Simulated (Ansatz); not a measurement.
# SrTaNO2 (Pm, No. 6, 15 atoms in the cell; start mp-754505)

Method: LDA in Ansatz (plane waves, PAW).

Run with plane-wave cutoff 520 eV, 6×8×4 k mesh (along the axes of the cell as run), Fermi–Dirac smearing 0.01 eV, scalar-relativistic PAW data made under PBE.

Cell (relaxed at this level):

```yaml
crystal:
  lattice:
    - [5.69635, 0.00000, 0.01028]
    - [0.00000, 3.93215, 0.00000]
    - [-2.77688, 0.00000, 8.54083]
  atoms:
    - { symbol: Sr, position: [0.84548, 0.50000, 0.67662] }
    - { symbol: Sr, position: [0.52218, 0.50000, 0.00348] }
    - { symbol: Sr, position: [0.16481, 0.50000, 0.33223] }
    - { symbol: Ta, position: [0.33288, 0.00000, 0.65941] }
    - { symbol: Ta, position: [0.01913, 0.00000, 0.00824] }
    - { symbol: Ta, position: [0.67320, 0.00000, 0.34396] }
    - { symbol: N, position: [0.01064, 0.00000, 0.49367] }
    - { symbol: N, position: [0.51304, 0.00000, 0.50643] }
    - { symbol: N, position: [0.33223, 0.00000, 0.16038] }
    - { symbol: O, position: [0.32997, 0.50000, 0.68619] }
    - { symbol: O, position: [0.97514, 0.50000, 0.98768] }
    - { symbol: O, position: [0.67461, 0.50000, 0.31800] }
    - { symbol: O, position: [0.64550, 0.00000, 0.84246] }
    - { symbol: O, position: [0.13065, 0.00000, 0.82199] }
    - { symbol: O, position: [0.83057, 0.00000, 0.15928] }
```

| Property | Result |
|---|---|
| band gap | 0.86 eV |
| smallest direct gap on the k points sampled | 0.93 eV |

Spin–orbit coupling is not included.

Static lattice: no zero-point or thermal effects.

The result took about 3.0 core-minutes (a rough figure).

A start named mp-… is a Materials Project structure, which need not be a measured phase.

Ansatz is an electronic-structure program.
